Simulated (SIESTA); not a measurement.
Worked example: self-consistent single point of TiCo (Pm-3m, 2 atoms in the cell) in SIESTA.

Level of theory: GGA PBE, numerical atomic orbitals TZP, PseudoDojo PBE standard norm-conserving potentials (rewritten from UPF to PSML) (SIESTA).

The change in words: lattice scaled by 0.98. Reference geometry:
```yaml
crystal:
  lattice:
    - [2.92310, 0.00000, 0.00000]
    - [0.00000, 2.92310, 0.00000]
    - [0.00000, 0.00000, 2.92310]
  atoms:
    - { symbol: Ti, position: [0.00000, 0.00000, 0.00000], spin: 1.0 }
    - { symbol: Co, position: [0.50000, 0.50000, 0.50000], spin: 3.0 }
```
(The spins are starting values, not results.)

Reference input (self-consistent single point, DFT, GGA PBE, numerical atomic orbitals TZP, PseudoDojo PBE standard norm-conserving potentials (rewritten from UPF to PSML)): XC.functional = GGA; XC.authors = PBE; potentials = PseudoDojo PBE standard; PAO.BasisSize = TZP; PAO.EnergyShift = 0.01 Ry; MeshCutoff = 300 Ry; kgrid.MonkhorstPack = 15 15 15; OccupationFunction = MP; OccupationMPOrder = 0; ElectronicTemperature = 3156.43 K; Spin = polarized; DM.InitSpin = [1 +1.00, 2 +3.00]. This run's input differs from it in these lines:

```diff
@@ -10,3 +10,3 @@
 %endblock ChemicalSpeciesLabel
-LatticeConstant              2.923103 Ang
+LatticeConstant              2.864641 Ang
 %block LatticeVectors
```

Log, with long lists cut:

```
        iscf     Eharris(eV)        E_KS(eV)     FreeEng(eV)     dDmax    Ef(eV) dHmax(eV)
   scf:    1    -5680.631865    -5752.610923    -5752.700140  1.130310 -3.685068 32.800771
     spin moment: {S} , |S| = {        0.0        0.0    1.74479 }     1.74479
   scf:    2    -5770.968016    -5776.282770    -5776.322040  0.361650 -4.596951  8.662638
     spin moment: {S} , |S| = {        0.0        0.0    1.06170 }     1.06170
   scf:    3    -5777.889274    -5777.287449    -5777.335433  0.042586 -4.725238  5.708980
     spin moment: {S} , |S| = {        0.0        0.0    1.09491 }     1.09491
   [... lines left out ...]
     spin moment: {S} , |S| = {        0.0        0.0    0.43595 }     0.43595
   scf:   26    -5778.352658    -5778.352664    -5778.436358  0.000044 -5.384966  0.000104
     spin moment: {S} , |S| = {        0.0        0.0    0.43578 }     0.43578
   scf:   27    -5778.352657    -5778.352660    -5778.436358  0.000019 -5.384958  0.000136
     spin moment: {S} , |S| = {        0.0        0.0    0.43569 }     0.43569
   scf:   28    -5778.352658    -5778.352659    -5778.436358  0.000007 -5.384954  0.000131
     spin moment: {S} , |S| = {        0.0        0.0    0.43567 }     0.43567
SCF Convergence by DM+H criterion
max |DM_out - DM_in|         :     0.0000069849
max |H_out - H_in|      (eV) :     0.0001309282
SCF cycle converged after 28 iterations

Using DM_out to compute the final energy and forces

siesta: E_KS(eV) =            -5778.3527

siesta: E_KS - E_eggbox =     -5778.3527

siesta: Atomic forces (eV/Ang):
     1    0.000000   -0.000000    0.000000
     2    0.000000    0.000000   -0.000000
   Tot    0.000000   -0.000000    0.000000
   Max    0.000000
   Res    0.000000    sqrt( Sum f_i^2 / 3N )
   Max    0.000000    constrained

Stress tensor Voigt[x,y,z,yz,xz,xy] (kbar):     -185.59     -185.59     -185.59        0.00        0.00        0.00
(Free)E + p*V (eV/cell)    -5775.7133
Target enthalpy (eV/cell)    -5778.4364

siesta: Program's energy decomposition (eV):
siesta: FreeEng =     -5778.436358

   [... lines left out ...]
siesta: Cell volume =         23.507725 Ang**3
siesta:         185.59249839        185.59249839  kBar
   [... lines left out ...]
              0.172   0.172   0.804   0.804   0.646   0.804   0.646  -0.024

             -0.024  -0.049  -0.024  -0.049  -0.000  -0.000  -0.023  -0.000

             -0.023

mulliken: Qtot =       14.282

Mulliken Atomic Populations:
Atom #   charge [q] valence [e]      Sz [e]  Species
     1    -0.420685   12.420685   -0.022290  Ti
     2     0.420685   16.579315    0.457959  Co
 Total     0.000000                0.435670
```

The run converged in 28 iterations. Against the reference run the free energy rises by 54.2 meV/atom, the pressure goes from 5.55 to 18.56 GPa and the size of the net moment goes from 0.34 to 0.22 μB/atom.

The starting cell comes from a database of computed structures (which also holds hypothetical and non-ambient phases and stackings), without a prior relaxation at this level. Its lattice was rescaled by a random factor within 2.5 % of one. For this run, on top of that: lattice scaled by 0.98. The moments shrank to a small part of their start, a low-spin state that need not be the lowest. Values carry the incompleteness of an atom-centred basis. With a pressure of about 19 GPa the cell is away from its equilibrium volume at this level.

Cost on one core of a shared machine: roughly 7 min.
